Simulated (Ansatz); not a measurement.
Worked example: relaxation of the atoms of TiZn (P4mm, 2 atoms in the cell) in Ansatz (an electronic-structure program).

Method: LDA (PW92), default PAW files made with PBE (plane waves; Ansatz).

The change in words: one atom moved by 0.15 angstrom; relax: default → atoms; relax.f_tol: default → 0.05 eV/Å. Reference geometry:
```yaml
crystal:
  lattice:
    - [3.13312, 0.00000, 0.00000]
    - [0.00000, 3.13312, 0.00000]
    - [0.00000, 0.00000, 3.13312]
  atoms:
    - { symbol: Ti, position: [0.50000, 0.50000, 0.50000] }
    - { symbol: Zn, position: [0.00000, 0.00000, 0.00000] }
```

Reference input (self-consistent single point, DFT, LDA (PW92), plane waves, default PAW files made with PBE): basis.ecutwfc = 30.9 Ry; kpoints.mp_grid.grid = 11 11 11; hamiltonian.xc = lda; hamiltonian.pseudopotentials = {kind: paw} (the program's default PAW files); scf.occupations.method = gaussian; scf.occupations.width = 0.0073 Ry. This run's input differs from it in these lines:

```diff
@@ -7,3 +7,3 @@
   atoms:
-    - { symbol: Ti, position_ang: [1.566561, 1.566561, 1.566561] }
+    - { symbol: Ti, position_ang: [1.566561, 1.566561, 1.716562] }
     - { symbol: Zn, position_ang: [0.000000, 0.000000, 0.000000] }
@@ -18,2 +18,4 @@
   occupations: { method: gaussian, width: 0.0073 Ry }
+relax:
+  f_tol: 0.05
 output:
```

Output, abridged:

```
   [... SCF lines of the steps left out ...]
relax step   1: F+E_penalty+E_count = -5696.91966710 eV  Δ(F+E_penalty+E_count) = +0.000e0 eV  max|allowed force component| = 6.787e-1 eV/Å  Δτ_max = 0.0000 Å  (6 SCF iters, dr2 threshold 6.25e-5 eV, accepted)
relax step   2: F+E_penalty+E_count = -5696.96456995 eV  Δ(F+E_penalty+E_count) = -4.490e-2 eV  max|allowed force component| = 2.210e-1 eV/Å  Δτ_max = 0.0501 Å  (6 SCF iters, dr2 threshold 2.88e-5 eV, accepted)
relax step   3: F+E_penalty+E_count = -5696.97006058 eV  Δ(F+E_penalty+E_count) = -5.491e-3 eV  max|allowed force component| = 1.875e-3 eV/Å  Δτ_max = 0.0247 Å  (6 SCF iters, dr2 threshold 3.05e-6 eV, accepted)
relax step   4: F+E_penalty+E_count = -5696.97006060 eV  Δ(F+E_penalty+E_count) = -2.070e-8 eV  max|allowed force component| = 1.901e-3 eV/Å  Δτ_max = 0.0000 Å  (6 SCF iters, accepted)
the relaxation is at rest under the 8 symmetry operations that the run kept from its start: a minimum is not shown …
Stability not checked: this state was not tested for a lower state beside it, because too few of the mixer's solves of this state at the end of the SCF gave a …
Free energy (F): -5696.970061 eV
Internal energy: -5696.967687 eV  (E = F + TS)
E sigma→0 (E₀):  -5696.968874 eV
Entropy (-TS):   -0.002373 eV (-1.187 meV/atom)
Fermi energy:    12.572602 eV
--- Forces (eV/Å), atoms counted from 1 ---
  atom   1  Ti     0.00000000     0.00000000    -0.00190118
   [... lines left out ...]
--- Relaxed structure (4 steps of the walk, 4 accepted, 0 SCFs on fresh bases) ---
  F+E_penalty+E_count = -5696.97006060 eV   max|allowed force component| = 1.901e-3 eV/Å
  atoms:
    - { symbol: Ti, position: [0.49999999999999994, 0.49999999999999994, 0.5240064795726123] }
    - { symbol: Zn, position: [1.2294002972673163e-34, 0.0, 0.023869583943606762] }
```

The run converged.  The full log also holds: “iter 5 did not close the SCF: its close was put off for the readings that it lacked (scf_convergence_deferred on its scf_iter line)”. The full log also holds: “iter 5 did not close the SCF: its close was put off for the readings that it lacked (scf_convergence_deferred on its scf_iter line)”.

Summary of the result:
| Item | Value |
|---|---|
| Free energy E − TS (on the zero of these files) | -5696.9701 eV |
| Pressure | -8.13 GPa |
| Largest force (vector length) | 0.002 eV/Å |
| Relaxation steps | 4 |

The starting cell comes from a database of computed structures (which also holds hypothetical and non-ambient phases and stackings), without a prior relaxation at this level. Its lattice was rescaled by up to half a per cent. For this run, on top of that: one atom moved by 0.15 angstrom. Spin polarisation is off. The relaxation keeps the symmetry of its start, so its end need not be a minimum. Ansatz's pressure includes its estimate of the finite-basis (Pulay) stress.

Keys are those of Ansatz 0.2.
